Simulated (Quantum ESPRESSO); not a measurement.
## A short convergence ladder for Al (Fm-3m, 1 atom in the cell)

```yaml
crystal:
  lattice:
    - [0.00000, 2.03107, 2.03107]
    - [2.03107, 0.00000, 2.03107]
    - [2.03107, 2.03107, 0.00000]
  atoms:
    - { symbol: Al, position: [0.00000, 0.00000, 0.00000] }
```

Base method: PBEsol, PseudoDojo standard norm-conserving (PBESOL) pseudopotentials (plane waves; Quantum ESPRESSO).

Base settings: ecutwfc = 40 Ry; occupations = smearing; smearing = gaussian; degauss = 0.0073499 Ry; potentials = {Al: Al.upf}; K_POINTS = automatic 14 14 14 0 0 0; conv_thr = 1e-10 Ry.

The count of work is k-points × plane waves × bands × iterations; it is no time. Core times come from one kind of shared machine, to one figure; runs under 30 s give none.

**The size of a vacancy's supercell**

On Al (Fm-3m, 2 atoms in the cell), and larger cells.

Steps: 2 x 1 x 1 supercell, one Al atom taken out, nothing relaxed; 2 x 2 x 1 supercell, one Al atom taken out, nothing relaxed; and so on, with the mesh thinned in proportion.

Only quantities that move along the ladder and can be compared are tabulated.

```csv
atoms,unrelaxed vacancy energy (eV),count of work / last,core time / last (rough)
2,0.853,0.11,–
4,1.018,0.27,0.1
8,0.825,0.16,0.1
12,0.878,1.3,0.9
18,0.866,2.4,2
27,0.829,1.0,1
```

Smallest size that holds the unrelaxed vacancy energy within 0.1 eV of the last step, with all finer ones: 8, at 0.16 of the last step's count of work and about 0.1 of the last step's time; the step before is off by 0.19 eV.

On the base run: the starting cell has typed, rounded lattice constants, without a prior relaxation at this level. Its lattice was rescaled by up to half a per cent. In the base run, with a pressure of about -3 GPa the cell is away from its equilibrium volume at this level.
